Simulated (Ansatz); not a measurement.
**SiC, pressure series**

Consider SiC in the wurtzite structure (space group P6_3mc, No. 186; a = 3.076 Å, c = 5.048 Å).

Cell and atoms are relaxed at each pressure.

Level of theory: PBEsol in Ansatz (plane waves to 420 eV, PAW, no spin-orbit coupling).

Notes on the quantities. enthalpy: H = E + PV relative to the base's energy.

```tsv
change	enthalpy	band gap	smallest direct gap
base	–	2.12 eV	3.86 eV
pressure −2 GPa	-0.13 eV/atom	2.14 eV	___
pressure −1 GPa	-0.06 eV/atom	2.13 eV	3.85 eV
pressure 0.9 GPa	+0.06 eV/atom	2.12 eV	3.87 eV
pressure 2.1 GPa	+0.13 eV/atom	2.11 eV	___
pressure 4.5 GPa	+0.29 eV/atom	2.09 eV	3.90 eV
pressure 9 GPa	+0.57 eV/atom	2.06 eV	___
pressure 22.5 GPa	+1.39 eV/atom	1.97 eV	4.02 eV
pressure 30 GPa	+1.83 eV/atom	1.92 eV	4.07 eV
```

Task: Complete the table.

Result: 
- pressure −2 GPa, smallest direct gap: 3.84 eV
- pressure 2.1 GPa, smallest direct gap: 3.88 eV
- pressure 9 GPa, smallest direct gap: 3.93 eV

Load acts through the strain it causes; cell and atoms are relaxed under it. Stability against distortions was not tested. No other phases were tried under pressure.

Ansatz is a quantum-chemistry and plane-wave program.
